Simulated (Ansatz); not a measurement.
The parent structure is Be2C (space group Fm-3m, No. 225; a = 4.311 Å).

Calculations: plane-wave PAW DFT at the PBEsol level (Ansatz, a first-principles code, 420 eV), no spin-orbit coupling.

Carriers are added at fixed cell with a uniform background; the Fermi–Dirac width is that of 300 K.

One change was made to it. Results:

The Fermi level relative to the doped band's edge (positive inside the band; to 0.05 eV) comes out as +0.30 eV; the gap between the host's bands goes up by 0.03 eV to 1.11 eV; the gap character is still indirect, Γ → X.

What was done to the base?
(A) electrons 1.5×10^21 cm⁻³
(B) holes 1.5×10^21 cm⁻³
(C) holes 1.0×10^22 cm⁻³

B, holes 1.5×10^21 cm⁻³. For comparison, the Fermi level from band edge in the other runs: electrons 1.5×10^21 cm⁻³ gives +0.65 eV; holes 1.0×10^22 cm⁻³ gives +1.00 eV.

Charged cell with a jellium background: band edges are those of the host's band count, energies are not comparable with the neutral cell, and many-body gap narrowing is missing. No phonon test of stability was made.
